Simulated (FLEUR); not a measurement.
Troubleshooting FLEUR: a failed run on ZnS (P6_3mc, 4 atoms in the cell). The aim is a self-consistent single point with DFT, LDA (Vosko-Wilk-Nusair), all-electron FLAPW (FLEUR), scalar-relativistic valence.

Cell that was meant: a = 3.8956 Å, b = 3.8956 Å, c = 6.3852 Å, α = 90.00°, β = 90.00°, γ = 120.00°.

Part of the input:

```xml
   <atomSpecies>
      <species name="Zinc (Zn)" element="Zn" atomicNumber="30">
         <mtSphere radius="2.55" gridPoints="879" logIncrement="0.014"/>
         <atomicCutoffs lmax="10" lnonsphr="14"/>
         <electronConfig flipSpins="F">
            <coreConfig>(1s1/2) (2s1/2) (2p1/2) (2p3/2) (3s1/2) (3p1/2) (3p3/2)</coreConfig>
            <valenceConfig>(4s1/2) (3d3/2) (3d5/2)</valenceConfig>
[...]
      </species>
      <species name="Sulfur (S)" element="S" atomicNumber="16">
         <mtSphere radius="1.67" gridPoints="575" logIncrement="0.02"/>
         <atomicCutoffs lmax="6" lnonsphr="14"/>
         <electronConfig flipSpins="F">
            <coreConfig>(1s1/2) (2s1/2) (2p1/2) (2p3/2)</coreConfig>
            <valenceConfig>(3s1/2) (3p1/2) (3p3/2)</valenceConfig>
```

Output (repeated stretches shortened):

```
      Welcome to FLEUR        (www.flapw.de)
      MaX-Release 8.1          (www.max-centre.eu)
************FLEUR-Warning*****************
Error message: lnonsph cannot be larger than lmax
Error from PE:0/1
Warnings not ignored. To make the warning nonfatal create a file 'JUDFT_WARN_ONLY' in the working directory or start FLEUR with the -warn_only command line option.
```

**Question.** From the messages shown, name the fault and mend the input.

**Answer.** The fault is a non-spherical cutoff above the angular cutoff of the basis. The cutoff of the non-spherical Hamiltonian terms refers to basis functions in the spheres, so it cannot exceed their own angular cutoff. To fix it, keep it at or under the basis's cutoff. The program stopped before any SCF iteration.

The sound input it was made from differs as follows (other fixes are possible):
```diff
-         <atomicCutoffs lmax="10" lnonsphr="14"/>
+         <atomicCutoffs lmax="10" lnonsphr="8"/>
-         <atomicCutoffs lmax="6" lnonsphr="14"/>
+         <atomicCutoffs lmax="6" lnonsphr="4"/>
```

With that input, the run converged in 16 iterations: free energy E − TS -119269.1985 eV; top of the valence band (on the code's own zero) 3.13 eV; gap on the k-point mesh 1.65 eV; largest force (vector length) 0.008 eV/Å (DFT, LDA (Vosko-Wilk-Nusair), all-electron FLAPW (FLEUR), scalar-relativistic valence).

On the sound input: the starting cell comes from a database of computed structures (which also holds hypothetical and non-ambient phases and stackings), without a prior relaxation at this level. Its lattice was rescaled by a random factor within 2.5 % of one. Values depend on the basis (sphere radii, cutoffs, local orbitals), which need not be converged.
